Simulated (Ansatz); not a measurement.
We consider CaHfSe₃ (model structure, started from the cubic perovskite type, Pm-3m, No. 221, 5 atoms in the cell), described by PBE+SOC (PAW; Ansatz, an electronic-structure program).

Run with plane-wave cutoff 520 eV, 12×12×12 k mesh, Fermi–Dirac smearing 0.05 eV, PAW data made under PBE.

Cell (relaxed with PBEsol):

```
CaHfSe3
1.0
    5.12307     0.00000     0.00000
    0.00000     5.12307     0.00000
    0.00000     0.00000     5.12307
Ca Hf Se
1 1 3
Cartesian
  0.00000   0.00000   0.00000
  2.56154   2.56154   2.56154
  0.00000   2.56154   2.56154
  2.56154   2.56154   0.00000
  2.56154   0.00000   2.56154
```

Question: Estimate the band gap and smallest direct gap on the k points sampled that the calculation returns.

Answer: 
- band gap: 0.01 eV (under three smearing widths, so not firm)
- smallest direct gap on the k points sampled: 0.51 eV

Note: the relaxation could raise the start's symmetry but not lower it, so the cell can be a saddle point; cell and atoms aren't relaxed at this level (pressure 2.5 GPa).

Static lattice: no zero-point or thermal effects.

A model structure was made by putting elements into a prototype or built by hand; it is no filed structure, need not be a known phase, and can be a saddle point held by its symmetry.
